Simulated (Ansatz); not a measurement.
A (6,6) BN nanotube has 24 atoms in a period of 2.513 Å, a mean diameter of 8.35 Å, and lies 76 meV/atom over the flat sheet relaxed at the same level.

Level of theory: PBE (plane waves to 420 eV, PAW; Ansatz, an electronic-structure program). Mesh 1×1×12. No spin polarisation. One-dimensional cell, images about 11 Å apart. An idealised model, rolled from the flat sheet. Only distortions within the start's symmetry and period were free.

Problem. Which bending rigidity of the sheet does this imply in the thin-plate picture?

Solution. A plate bent to radius R stores D/(2R²) an area. The area an atom is π × 8.35 × 2.513/24 = 2.75 Å², so the stored energy is 0.076/2.75 = 0.0276 eV/Å². With R = 4.175 Å, D = 2R² × 0.0276 = 0.96 eV.
